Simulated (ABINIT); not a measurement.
Input and output of a self-consistent single point for HfH₂ (P1, 3 atoms in the cell) (ABINIT).

Level of theory: PBEsol, PAW (JTH v2.0 PBE PAW, files made for PBE) (plane waves; ABINIT).

The change in words: lattice scaled by 0.98. Reference geometry:
```
HfH2
1.0
   -1.73070     1.73070     2.14480
    1.73070    -1.73070     2.14480
    1.73070     1.73070    -2.14480
Hf H
1 2
Direct
  0.01080   0.99658   0.00580
  0.24281   0.75252   0.50478
  0.74638   0.25090   0.48942
```

Reference input (self-consistent single point, DFT, PBEsol, plane waves, PAW (JTH v2.0 PBE PAW, files made for PBE)): pseudos = [Hf.GGA_PBE-JTH.xml, H.GGA_PBE-JTH.xml]; ecut = 816 eV; pawecutdg = 1633 eV; ixc = -116133; occopt = 7; tsmear = 0.00367493 Ha; ngkpt = 10 10 11; nshiftk = 1; shiftk = 0 0 0; potentials = JTH v2.0 PBE PAW; nband = 12; kptopt = 1. This run's input differs from it in these lines:

```diff
@@ -3,7 +3,7 @@
 pseudos "Hf.GGA_PBE-JTH.xml, H.GGA_PBE-JTH.xml"
-acell 3.2543580986 3.2543580986 3.2543580986 Angstrom
+acell 3.1892710430 3.1892710430 3.1892710430 Angstrom
 rprim
-        -0.5318114810    0.5318114810    0.6590546999
-         0.5318114810   -0.5318114810    0.6590546999
-         0.5318114810    0.5318114810   -0.6590546999
+        -0.5318114946    0.5318114946    0.6590546779
+         0.5318114946   -0.5318114946    0.6590546779
+         0.5318114946    0.5318114946   -0.6590546779
 natom 3
@@ -13,5 +13,5 @@
 xcart
-         1.7161255411   -1.6960632087    2.1482016528
-         1.7557829154   -0.0085254528    1.0521402192
-        -0.0104984565    1.7045886615    1.0892581280
+         1.6818031294   -1.6621420425    2.1052376197
+         1.7206673586   -0.0083549443    1.0310974148
+        -0.0102884880    1.6704969868    1.0674729654
       Angstrom
```

Log, with long lists cut:

```
 Symmetries : space group P1 (#  1); Bravais aP (primitive triclinic)

 -outvars: echo values of preprocessed input variables --------
            acell      6.0268488348E+00  6.0268488348E+00  6.0268488348E+00 Bohr
             ecut      2.99874495E+01 Hartree
              ixc     -116133
         kptrlatt       10    0    0      0   10    0      0    0   11
   [... lines left out ...]

 ----iterations are completed or convergence reached----

 reduced coordinates (array xred) for    3 atoms
       0.010801000025      0.996580999971      0.005796000008
       0.242813999989      0.752521999983      0.504781999974
       0.746384999972      0.250896999995      0.489421999981
 cartesian forces (eV/Angstrom) at end:
    1      0.23844881376593    -0.49139363578913    -0.09114448014512
    2     -0.24962483141615     0.18984294692841     0.16632258599376
    3      0.01117601765022     0.30155068886072    -0.07517810584864
 frms,max,avg= 2.4252341E-01 4.9139364E-01   6.933E-05  1.372E-04 -8.430E-05 e/A
 length scales=  6.026848834813  6.026848834813  6.026848834813 bohr
              =  3.189271043000  3.189271043000  3.189271043000 angstroms
 Fermi (or HOMO) energy (hartree) =  -0.00437   Average Vxc (hartree)=  -0.44280
 Eigenvalues (hartree) for nkpt= 552  k points:
 kpt#   1, nband= 12, wtk=  0.00091, kpt=  0.0000  0.0000  0.0000 (reduced coord)
  -2.28946   -1.12991   -1.12974   -1.12724   -0.43587   -0.05716   -0.02392   -0.01418
   0.01026    0.06741    0.12526    0.43190
      occupation numbers for kpt#   1
   2.00000    2.00000    2.00000    2.00000    2.00000    2.00000    2.00000    1.99984
   0.00000    0.00000    0.00000    0.00000
 prteigrs : prtvol=0 or 1, do not print more k-points.

--- !EnergyTerms
comment             : Components of total free energy in Hartree
kinetic             :  6.63368907668756E+00
hartree             :  6.23070929811534E+00
xc                  : -9.72614977602463E+00
Ewald energy        : -4.09534903782796E+01
psp_core            :  8.01367429770424E+00
local_psp           : -1.17815477286089E+00
spherical_terms     : -2.03185173129990E+01
internal            : -5.12982395676571E+01
'-kT*entropy'       : -9.63144265210708E-05
total_energy        : -5.12983358820836E+01
total_energy_eV     : -1.39589870906659E+03
...

-Cartesian components of stress tensor (GPa)         [Pressure=  9.0867E+00 GPa]
- sigma(1 1)= -1.07899632E+01  sigma(3 2)= -3.98635520E-01
- sigma(2 2)= -8.59422662E+00  sigma(3 1)=  1.72817093E+00
- sigma(3 3)= -7.87599740E+00  sigma(2 1)=  1.54618584E-01

 Calculation completed.
```

The run converged in 10 iterations. 

The starting cell comes from a database of computed structures (which also holds hypothetical and non-ambient phases and stackings), without a prior relaxation at this level. Its atoms were displaced at random from the sites of space group no. 139. For this run, on top of that: lattice scaled by 0.98. The potentials were made for another functional than the one used. With a pressure of about 9 GPa the cell is away from its equilibrium volume at this level.

These are the values that this program gave, and no reference: the one-centre exchange-correlation terms come from a truncated expansion.

Cost on one core of a shared machine: roughly 4 min.
